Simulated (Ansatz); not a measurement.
## VN: ↑↓ start, q = (0, 0, 1/2), 4 atoms

Start from VN in the zinc blende structure (space group F-43m, No. 216; a = 4.3840 Å; a model cell, its experimental status unchecked).

The change: the moments start antiparallel in the pattern ↑↓ in a 4-atom cell (cell doubled with q = (0, 0, 1/2) in the reciprocal basis of the base), and the cell is relaxed again.

Calculations: Kohn–Sham DFT with the PBEsol functional, run in Ansatz (a program for electronic structure) with PAW and 420 eV plane waves, no spin-orbit coupling, earlier PAW set. Settings: 17×17×17 k-points, 0.05 eV Fermi–Dirac smearing, for the changed cell.

The volume per atom grows by 0.04 Å³, from 10.53 Å³ to 10.57 Å³ and the space group (of the atoms, moments ignored) changes from F-43m (No. 216) to R3m (No. 160). The shortest interatomic distance stays essentially unchanged (1.898 Å against 1.899 Å) and the energy hardly moves (to 0.01 eV only: unlike meshes or grids). The band gap stays zero and the magnetic state goes from non-magnetic to antiferromagnetic (moments cancel). The largest site moment goes from zero to 0.39 μB.

Final structure:

```
CELL_PARAMETERS angstrom
      1.55421     0.89733     5.05461
     -1.55421     0.89733     5.05461
      0.00000    -1.79465     5.05461
ATOMIC_POSITIONS crystal
  N  0.12537 0.12537 0.12537
  N  0.62537 0.62537 0.62537
  V  0.99963 0.99963 0.99963
  V  0.49963 0.49963 0.49963
```

The magnetic state is the one reached from the starting moments; the real material's order can differ, and small cells can't hold many antiferromagnetic ones. Stability against distortions was not tested. Starting moments died away, wholly or in part, for the base; another magnetic solution may exist. Spin-polarised in the final run: ↑↓ start, q = (0, 0, 1/2), 4 atoms; the other runs are not.
